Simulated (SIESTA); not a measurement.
Band structure of AuAl2 (Fm-3m, 3 atoms in the cell).

```
CELL_PARAMETERS angstrom
      0.00000     2.93400     2.93400
      2.93400     0.00000     2.93400
      2.93400     2.93400     0.00000
ATOMIC_POSITIONS crystal
  Al 0.25000 0.25000 0.25000
  Al 0.75000 0.75000 0.75000
  Au 0.00000 0.00000 0.00000
```

Computed with SIESTA with GGA PBE, numerical atomic orbitals DZP, PseudoDojo PBE standard norm-conserving potentials (rewritten from UPF to PSML).

Settings: XC.functional = GGA; XC.authors = PBE; potentials = PseudoDojo PBE standard; PAO.BasisSize = DZP; PAO.EnergyShift = 0.005 Ry; MeshCutoff = 300 Ry; kgrid.MonkhorstPack = 13 13 13; OccupationFunction = MP; OccupationMPOrder = 0; ElectronicTemperature = 0.05 eV; MaxSCFIterations = 150; SCF.Mixer.Method = Pulay; SCF.Mixer.Weight = 0.2; SCF.Mixer.History = 6.

The starting cell has typed, rounded lattice constants, without a prior relaxation at this level. Its lattice was rescaled by a random factor within 2.5 % of one. Spin-orbit coupling is off. Values carry the incompleteness of an atom-centred basis.

Levels in eV from the Fermi level, bands 10 to 15:
```
point     10     11     12     13    14    15
-----  -----  -----  -----  -----  ----  ----
Γ      -6.13   2.96   2.96   2.96  3.06  4.18
X      -5.79  -5.37  -2.24  -2.24  1.57  2.11
W      -5.59  -4.22  -4.22  -2.33  4.44  4.44
K      -5.96  -4.87  -3.57  -1.45  2.02  4.62
L      -6.00  -5.85   0.35   0.35  3.74  3.98
U      -5.96  -4.87  -3.57  -1.45  2.02  4.62
```

Bands cross the Fermi level along this path, so the cell is metallic at this level.

Higher empty bands are left out: an atom-centred basis made for the valence describes them poorly.
